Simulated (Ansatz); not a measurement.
## Pressure series in SiO2

Start from SiO2 (space group Cmce, No. 64; a = 2.679 Å, b = 4.639 Å, c = 10.942 Å; a model cell, its experimental status unchecked; layered, stacked along the Cartesian z axis).

Cell and atoms are relaxed at each pressure.

Calculations: PBEsol in Ansatz (plane waves to 420 eV, PAW, no spin-orbit coupling).

| change | gap character | band gap | volume per atom |
|---|---|---|---|
| base | indirect, Σ₀–Γ (62 % along) → Γ | 6.48 eV | 11.33 Å³ |
| pressure 0.3 GPa | indirect, k = (0.182, -0.273, 0) in the run's primitive reciprocal basis → Γ | 6.40 eV | 10.50 Å³ |
| pressure 5 GPa | indirect, k = (0.182, -0.182, 0) in the run's primitive reciprocal basis → Γ | 6.27 eV | 9.04 Å³ |
| pressure 7.5 GPa | indirect, Γ–Y (33 % along) → Γ | 6.29 eV | 8.78 Å³ |
| pressure 10 GPa | indirect, Γ–Y (33 % along) → Γ | 6.32 eV | 8.58 Å³ |

From pressure 5 GPa on, the axis ratios lie over 15 % from the base's, so the cell there is far from its starting form. Load acts through the strain it causes; cell and atoms are relaxed under it. Stability against distortions was not tested. No other phases were tried under pressure. The base started in Pnma and relaxed to Cmce at this level. No dispersion term is included in the PBEsol runs.

Ansatz is a first-principles code.
